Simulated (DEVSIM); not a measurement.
Device: GaP/Si n-p heterojunction, at 350 K.

Layer 1 from the left is GaP, thickness (μm) 0.0730, Nd (cm⁻³) 3.6e17, τn (s) 2.4e-6, τp (s) 2.4e-6. Layer 2 from the left is Si, thickness (μm) 0.540, Na (cm⁻³) 1.7e16, τn (s) 7.2e-8, τp (s) 2.4e-6.

Left contact: ohmic. Right contact: ohmic. Voltage is applied to the left contact. Recombination: SRH at mid-gap, radiative, Auger. Mobility is constant in doping.

The device is made up for the run: typed textbook-type constants, with dimensions and the other settings drawn at random. Values at 300 K; Nc and Nv go as T^1.5, mobilities as T to minus their exponent, the gap by Varshni's rule with the affinity fixed.

GaP: gap (eV) 2.26, affinity (eV) 3.8, permittivity 11.1, Nc (cm⁻³) 1.8e19, Nv (cm⁻³) 1.9e19, μn (cm²/Vs) 250, μp (cm²/Vs) 150, T exponent of μn 1.6, T exponent of μp 1.98, B (cm³/s) 1e-13, Cn (cm⁶/s) 1e-30, Cp (cm⁶/s) 1e-30, Varshni α (eV/K) 0.00058, Varshni β (K) 372. Si: gap (eV) 1.124, affinity (eV) 4.05, permittivity 11.7, Nc (cm⁻³) 2.86e19, Nv (cm⁻³) 3.1e19, μn (cm²/Vs) 1417, μp (cm²/Vs) 470, T exponent of μn 2.3, T exponent of μp 2.2, B (cm³/s) 4.7e-15, Cn (cm⁶/s) 2.8e-31, Cp (cm⁶/s) 9.9e-32, Varshni α (eV/K) 0.000473, Varshni β (K) 636.

DEVSIM, 1D drift-diffusion, Boltzmann statistics, complete ionisation; no tunnelling, impact ionisation, image-force lowering or self-heating. Band offsets follow the typed affinities; no thermionic-emission limit at abrupt steps, no polarisation charge.

**Question.** What does the simulation give for the potential step across the device at zero bias, the dark forward voltage at 1 A/cm², the dark forward voltage at 100 A/cm², the largest field in the device at zero bias?

**Answer.** potential step across the device at zero bias 1.002 V; dark forward voltage at 1 A/cm² 0.416 V; dark forward voltage at 100 A/cm² 0.562 V; largest field in the device at zero bias 150000 V/cm.
